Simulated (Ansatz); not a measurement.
Base system: ZnSe in the zinc blende structure (space group F-43m, No. 216).

ZnSe is taken in the cubic space group F-43m (No. 216), the zinc blende structure, Pearson symbol cF8. Lattice parameters: a = b = c = 5.7330 Å, α = β = γ = 90.00°. Se on 4c is surrounded by 4 Zn at 2.482 Å (tetrahedral). Zn on 4a sees 4 Se at 2.482 Å (tetrahedral). (Neighbours: up to the widest gap in distance over summed covalent radii, below 1.35, at either atom; cation-cation and far metal-metal contacts left out.)
(The calculation used a cell of 2 atoms; values per cell refer to that cell.)

Computed with PBE (Ansatz, a program for electronic structure, PAW, no SOC).

One change was made to it. Results:

The width of the top valence band goes up by 0.024 eV (2.50 eV → 2.53 eV); the band gap grows by 0.02 eV to 1.17 eV; the electron mass becomes 0.091 mₑ (at Γ) (base: 0.090 mₑ (at Γ)); the volume per atom drops by 0.125 Å³ to 23.43 Å³.

### Question
Which of these changes matches the shifts?
A. pressure −2 GPa
B. pressure 1.5 GPa
C. pressure 7.5 GPa
D. pressure 5 GPa
E. pressure 0.3 GPa

### Answer
E, pressure 0.3 GPa. For comparison, the band gap in the other runs: pressure 5 GPa gives 1.45 eV; pressure 7.5 GPa gives 1.58 eV; pressure 1.5 GPa gives 1.25 eV; pressure −2 GPa gives 1.01 eV.

Load acts through the strain it causes; cell and atoms are relaxed under it. Masses are band curvatures over ±0.01 Å⁻¹ around the edge. Stability against distortions was not tested. Tetrahedral semiconductors of this kind turn to denser phases somewhere between about 1 and 50 GPa; those were not computed, so compressed cells here can lie past the real transition.
